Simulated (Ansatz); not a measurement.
# A computed series for NiSi: point defects

Base system: an 8-atom supercell of NiSi (space group Pnma, No. 62; a = 5.105 Å, b = 3.360 Å, c = 5.504 Å; non-magnetic) at its relaxed geometry.

One neutral defect a cell, atoms relaxed at fixed cell.

Calculations: PBEsol (Ansatz, a first-principles code, PAW, scalar-relativistic without spin-orbit coupling), earlier PAW set.

```json
[
 {"variant": "perfect supercell", "pressure": "0.0 GPa", "largest displacement of a host atom from its site in the perfect cell": "–"},
 {"variant": "Cu on a Si site", "pressure": "-0.6 GPa", "largest displacement of a host atom from its site in the perfect cell": "0.22 Å"},
 {"variant": "C on a Si site", "pressure": "-7.7 GPa", "largest displacement of a host atom from its site in the perfect cell": "0.20 Å"},
 {"variant": "Si vacancy, symmetric start", "pressure": "-8.3 GPa", "largest displacement of a host atom from its site in the perfect cell": "0.13 Å"},
 {"variant": "Ni on a Si site (antisite), symmetric start", "pressure": "-3.2 GPa", "largest displacement of a host atom from its site in the perfect cell": "0.27 Å"}
]
```

Other magnetic orders, which the real material may have, were not ruled out. In so small a cell the defect repeats every few ångströms: this is an ordered compound, not a dilute defect. Defects with a symmetric start kept the site's symmetry and may sit on a saddle; the others started slightly shaken. Seeded moments were not kept for Cu on a Si site, the base, C on a Si site and Si vacancy and more. Spin-polarised in the final run: Cu on a Si site, C on a Si site, Si vacancy and Ni on a Si site (antisite); the other runs are not.
